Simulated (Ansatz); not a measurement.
The reference is Lu in the hcp (Mg type) structure (space group P6_3/mmc, No. 194; a = 3.443 Å, c = 5.367 Å; relaxed with 0.1 eV smearing). Axes: x lies along a and z along c of the hexagonal cell.

Method: PBEsol (Ansatz, an electronic-structure program, PAW, spin-orbit coupling left out).

For the base:

Band gap: zero

It is then changed as follows: uniaxial strain ε_xx = +1.00 %, all other strain components held at zero, atoms relaxed at fixed cell.

Task: What happens to the stress?

Result: The stress (xx, yy, zz, yz, xz, xy; compression positive) comes out as (-0.9, -0.3, -0.2, 0.0, 0.0, 0.0) GPa.

Task: Predict the new energy relative to the base.

Result: The energy rises by 0.8 meV/atom.

Task: What does the calculation give for the band gap after the change?

Result: The band gap is still zero.

Whether these cells are dynamically stable was not tested.
